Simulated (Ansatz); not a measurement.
For BAs (model structure, started from the BeO type, P4₂/mnm, No. 136, 8 atoms in the cell), LDA (PAW; Ansatz, a first-principles code) gives:

| Property | Value |
|---|---|
| lattice constant a | 5.793 Å |
| c axis length | 3.337 Å |
| bulk modulus | 135 GPa |
| cohesive energy | 5.48 eV/atom |
| band gap | 0.58 eV |

Problem. What does r²SCAN (plane waves, PAW; Ansatz) give for the same quantities?

Solution. 
- lattice constant a: 5.857 Å (grows by 1.1 %)
- lattice parameter c: 3.371 Å (goes up by 1.0 %)
- bulk modulus: 129 GPa (drops by 4.4 %)
- cohesive energy: 4.50 eV/atom (drops by 0.98 eV/atom)
- band gap: 0.89 eV (increases by 0.31 eV)

Changes are worked out from the printed values.

Unless a cell is named, each level is at its own relaxed cell (LDA 13.99, r²SCAN 14.46 Å³/atom).

Spin–orbit coupling is included only where a level's name says +SOC; with heavier elements it mostly lowers gaps and can invert bands. Density-functional gaps are differences of (generalised) Kohn–Sham levels.

Caveats: the bulk modulus is −V dP/dV from two relaxed cells at ±2 % in volume (LDA, r²SCAN). Ansatz's density-functional and Hartree–Fock values are scalar-relativistic unless marked +SOC, with PAW data made under PBE.

A model structure was made by putting elements into a prototype or built by hand; it is no filed structure, need not be a known phase, and can be a saddle point held by its symmetry.
